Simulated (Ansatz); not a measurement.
## Response to strain in SiO2

Base system: SiO₂ (space group P3_221, No. 154; a = 4.866 Å, c = 5.365 Å). Axes: x lies along a and z along c of the hexagonal cell.

Strains are applied to the cell and any free atomic positions relax; under biaxial strain the out-of-plane vector relaxes too.

The values are results of Ansatz (a quantum-chemistry and plane-wave program) LDA, no spin-orbit coupling, not measurements.

| biaxial strain, plane normal [001], relaxed out of plane (%) | out-of-plane strain (%) |
|---|---|
| 0 | 0.00 |
| 0.75 | -0.16 |
| 1.5 | -0.29 |
| 2.25 | ? |
| 3 | -0.49 |

### Question
Fit ε⊥ = −νε + γε² (strains in %) to the rows shown and predict the withheld row.

### Answer
Least squares on the printed values gives ν = 0.23 (the biaxial Poisson response) and γ = 0.021 (largest residual 0.00 %); this predicts -0.40 %, and the run gives -0.40 %, in agreement.

No phonon test of stability was made.
